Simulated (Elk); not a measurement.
Checking a run of Elk on AlRu (P1, 2 atoms in the cell). The aim is a self-consistent single point with DFT, LDA (PW92), all-electron FP-LAPW, Elk's shipped species files, APW+lo basis with extra local orbitals.

Cell that was meant: a = 2.9825 Å, b = 2.9825 Å, c = 2.9825 Å, α = 90.00°, β = 90.00°, γ = 90.00°.

Part of the input:

```
  1   : natoms; atposl, bfcmt below
  0.4952980000  0.4951640000  0.5080050000    0.0 0.0 0.0
```

Output, abridged:

```
│ Elk code version 10.2.4 │

All units are atomic (Hartree, Bohr, etc.)

│ Ground-state run starting from atomic densities │

   [... lines left out ...]
Total number of local-orbitals :  215

Exchange-correlation functional :      3     0     0
 Perdew-Wang/Ceperley-Alder, Phys. Rev. B 45, 13244 (1992)
 gradient requirement :    0
 local density approximation (LDA)

Smearing type :    1
 Methfessel-Paxton order 1, Phys. Rev. B 40, 3616 (1989)
Smearing width :   0.3674930000E-02
Effective electronic temperature (K) :    1160.451112

Mixing type :    3
 Broyden mixing, J. Phys. A: Math. Gen. 17, L317 (1984)

Kohn-Sham potential initialised from atomic data
│ Self-consistent loop started │
│ Loop number : 1 │
 total energy                :     -4786.00273859
│ Loop number : 2 │
 total energy                :     -4785.64703248
RMS change in Kohn-Sham potential (target) :   0.1827233491     (  0.1000000000E-05)
Absolute change in total energy (target)   :   0.3557061132     (  0.1000000000E-03)
│ Loop number : 3 │
 total energy                :     -4779.80135172
RMS change in Kohn-Sham potential (target) :   0.1105109060     (  0.1000000000E-05)
Absolute change in total energy (target)   :    5.934607292     (  0.1000000000E-03)
   [... lines left out ...]
Absolute change in total energy (target)   :   0.3847785501E-04 (  0.1000000000E-03)
│ Loop number : 24 │
 total energy                :     -4769.32709322
RMS change in Kohn-Sham potential (target) :   0.1568321075E-05 (  0.1000000000E-05)
Absolute change in total energy (target)   :   0.1204224372E-04 (  0.1000000000E-03)
│ Loop number : 25 │
 total energy                :     -4769.32707109
RMS change in Kohn-Sham potential (target) :   0.6903815016E-06 (  0.1000000000E-05)
Absolute change in total energy (target)   :   0.1912101561E-04 (  0.1000000000E-03)
Convergence targets achieved

│ Loop number : 26 │

Energies :
 Fermi                       :     0.508040009311
 total energy                :     -4769.32706521

Density of states at Fermi energy :    996.6826523
 (states/Hartree/unit cell)

Estimated indirect band gap :   0.9327588244E-01
 from k-point      1 to k-point      1
Estimated direct band gap   :   0.9327588244E-01
 at k-point      1

Charges :
 core                        :    32.00000000
 valence                     :    25.00000000
 interstitial                :    2.963388770
 muffin-tins (core leakage)
  species :    1 (Al)
   atom    1                 :    10.85161491     (  0.1069079669E-02)
  species :    2 (Ru)
   atom    1                 :    43.18499632     (  0.1864519419E-06)
   [... lines left out ...]
   total magnitude           :     0.00929876
 species :    2 (Ru)
  atom :    1
   Hellmann-Feynman          :     0.11542995    0.11871126   -0.19654392
   IBS                       :    -0.11961136   -0.12300315    0.20365464
   total force               :    -0.00418141   -0.00429190    0.00711072
   total magnitude           :     0.00929876
```

**Question.** Is this run sound? If not, what is wrong?

**Answer.** The run is not sound. The fault is a single k-point for a small metallic cell. One k-point cannot sample the Fermi surface of a small cell. To fix it, use a converged k-point mesh. The run converged in 26 iterations without an error; against the sound input the total energy goes up by 1.02 eV/atom.

The sound input it was made from differs as follows (other fixes are possible):
```diff
+ngridk
+  5 5 5
+
```

With that input, the run converged in 17 iterations: total energy -129782.0392 eV; Fermi level (on the code's own zero) 11.01 eV (DFT, LDA (PW92), all-electron FP-LAPW, Elk's shipped species files, APW+lo basis with extra local orbitals).

On the sound input: the starting cell comes from a database of computed structures (which also holds hypothetical and non-ambient phases and stackings), without a prior relaxation at this level. Its atoms were displaced at random from the sites of space group no. 221. Spin polarisation is off. Values depend on the basis (sphere radii, cutoffs, local orbitals), which need not be converged. Without a gap this mesh is coarse (it stands for a supercell whose shortest vector is 15 Å). The log's line on a gap gives a spacing of levels on this mesh, which the program prints for metals too.
